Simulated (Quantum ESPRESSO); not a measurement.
Worked example: self-consistent single point of Ti₃Os (Fm-3m, 4 atoms in the cell) in Quantum ESPRESSO.

Level of theory: PBEsol, PseudoDojo standard norm-conserving (PBESOL) pseudopotentials (plane waves; Quantum ESPRESSO).

The change in words: lattice scaled by 0.98. Reference geometry:
```
Ti3Os
1.0
    0.00000     3.15897     3.15897
    3.15897     0.00000     3.15897
    3.15897     3.15897     0.00000
Ti Os
3 1
Direct
  0.25000   0.25000   0.25000
  0.75000   0.75000   0.75000
  0.50000   0.50000   0.50000
  0.00000   0.00000   0.00000
```
Moments meant for the start (each program seeds them in its own way; μB, in the order of the atoms Ti Ti Ti Os): 1.0 1.0 1.0 1.0.

Reference input (self-consistent single point, DFT, PBEsol, plane waves, PseudoDojo standard norm-conserving (PBESOL) pseudopotentials): ecutwfc = 85 Ry; occupations = smearing; smearing = gaussian; degauss = 0.019992 Ry; nspin = 2; potentials = {Ti: Ti.upf, Os: Os.upf}; K_POINTS = automatic 8 8 8 0 0 0; conv_thr = 1e-10 Ry; mixing_beta = 0.4. This run's input differs from it in these lines:

```diff
@@ -28,9 +28,9 @@
 CELL_PARAMETERS angstrom
-   0.00000000     3.15897000     3.15897000
-   3.15897000     0.00000000     3.15897000
-   3.15897000     3.15897000     0.00000000
+   0.00000000     3.09579100     3.09579100
+   3.09579100     0.00000000     3.09579100
+   3.09579100     3.09579100     0.00000000
 ATOMIC_POSITIONS angstrom
-Ti    1.57948500    1.57948500    1.57948500
-Ti    4.73845500    4.73845500    4.73845500
-Ti    3.15897000    3.15897000    3.15897000
+Ti    1.54789550    1.54789550    1.54789550
+Ti    4.64368650    4.64368650    4.64368650
+Ti    3.09579100    3.09579100    3.09579100
 Os    0.00000000    0.00000000    0.00000000
```

Output (repeated stretches shortened):

```
     Self-consistent Calculation

     iteration #  1     ecut=    85.00 Ry     beta= 0.40

     Threshold (ethr) on eigenvalues was too large:
     Diagonalizing with lowered threshold

     total energy              =    -558.20844174 Ry
     estimated scf accuracy    <       0.17819848 Ry

     total magnetization       =     1.86 Bohr mag/cell
     absolute magnetization    =     1.86 Bohr mag/cell

     iteration #  2     ecut=    85.00 Ry     beta= 0.40

     total energy              =    -558.23159252 Ry
     estimated scf accuracy    <       0.02172945 Ry

     total magnetization       =     1.76 Bohr mag/cell
   [... lines left out ...]

     iteration # 31     ecut=    85.00 Ry     beta= 0.40

     total energy              =    -558.24080590 Ry
     estimated scf accuracy    <          6.2E-10 Ry

     total magnetization       =    -0.00 Bohr mag/cell
     absolute magnetization    =     0.00 Bohr mag/cell

     iteration # 32     ecut=    85.00 Ry     beta= 0.40

     Magnetic moment per site  (integrated on atomic sphere of radius R)
     atom   1 (R=0.253)  charge= 10.3223  magn= -0.0001
     atom   2 (R=0.253)  charge= 10.3223  magn= -0.0001
     atom   3 (R=0.253)  charge= 10.3099  magn= -0.0002
     atom   4 (R=0.253)  charge= 13.5554  magn=  0.0000
     End of self-consistent calculation

     the Fermi energy is    17.6448 ev

!    total energy              =    -558.24080590 Ry
     estimated scf accuracy    <          1.8E-11 Ry
     smearing contrib. (-TS)   =      -0.01737621 Ry
     internal energy E=F+TS    =    -558.22342969 Ry

     total magnetization       =    -0.00 Bohr mag/cell
     absolute magnetization    =     0.00 Bohr mag/cell

     convergence has been achieved in  32 iterations

     Forces acting on atoms (cartesian axes, Ry/au):

     atom    1 type  1   force =     0.00000000    0.00000000    0.00000000
   [... zero for the other atoms too ...]

     Total force =     0.000000     Total SCF correction =     0.000000

          total   stress  (Ry/bohr**3)                   (kbar)     P=       31.80
   0.00021618   0.00000000   0.00000000           31.80        0.00        0.00
   0.00000000   0.00021618  -0.00000000            0.00       31.80       -0.00
   0.00000000  -0.00000000   0.00021618            0.00       -0.00       31.80

   JOB DONE.
```

The run converged in 32 iterations. Against the reference run the free energy goes down by 11.6 meV/atom, the pressure goes from -6.68 to 3.18 GPa and the size of the net moment goes from 0.36 to 0.00 μB/atom.

The starting cell comes from a database of computed structures (which also holds hypothetical and non-ambient phases and stackings), without a prior relaxation at this level. For this run, on top of that: lattice scaled by 0.98. The starting moments vanished: the run ended non-magnetic. With a pressure of about 3 GPa the cell is away from its equilibrium volume at this level.

Cost on one core of a shared machine: roughly 10 min.
